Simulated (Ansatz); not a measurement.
Consider CaSnSe$_{3}$ in the cubic perovskite structure (space group Pm-3m, No. 221; a = 5.2117 Å; a hypothetical phase, not in the database extracts checked). Axes: x, y, z lie along the cube axes.

The change: uniaxial strain ε_xx = −3.65 %, all other strain components held at zero, atoms relaxed at fixed cell.

Levels (all Ansatz, a first-principles code, PAW): PBEsol (420 eV, scalar-relativistic without spin-orbit coupling); r2SCAN (500 eV, no SOC).

The geometry is relaxed with PBEsol.

```
Item               Value
---------------  -------
PBEsol pressure  2.2 GPa
```

Q: Predict the pressure from r2SCAN.

A: The pressure increases by 1.0 GPa, from 2.2 GPa to 3.2 GPa.

Single points use the geometry relaxed with PBEsol. Their cutoffs differ, which shifts pressures a little. No phonon test of stability was made. All final runs are without spin polarisation. Many cubic perovskites are stable only at high temperature; tilts and polar distortions were not tested.
